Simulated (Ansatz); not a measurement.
Start from BaTiO3 (space group P4mm, No. 99).

```
BaTiO3
1.0
    3.98546     0.00000     0.00000
    0.00000     3.98546     0.00000
    0.00000     0.00000     4.20133
Ti Ba O
1 1 3
Direct
  0.50000   0.50000   0.45767
  0.00000   0.00000   0.94044
  0.50000   0.50000   0.88899
  0.50000   0.00000   0.40945
  0.00000   0.50000   0.40945
```

Method: Ansatz (a first-principles code) PBE, no spin-orbit coupling.

Base values:

The smallest direct gap is 2.39 eV and the band gap is 1.84 eV. The width of the top valence band is 1.39 eV and the lattice parameter a is 398.5 pm.

Perturbation: a hydrostatic pressure of 5 GPa.

Problem. Predict the new smallest direct gap, band gap, width of the top valence band and lattice parameter a.

Solution. The smallest direct gap drops by 0.14 eV, from 2.39 eV to 2.25 eV; the band gap increases by 0.04 eV, from 1.84 eV to 1.88 eV; the width of the top valence band falls by 0.23 eV (1.39 eV → 1.16 eV); the lattice parameter a drops by 1.9 pm to 396.6 pm.

Load acts through the strain it causes; cell and atoms are relaxed under it. No phonon test of stability was made. Competing high-pressure phases were not computed. The final runs are not spin-polarised.
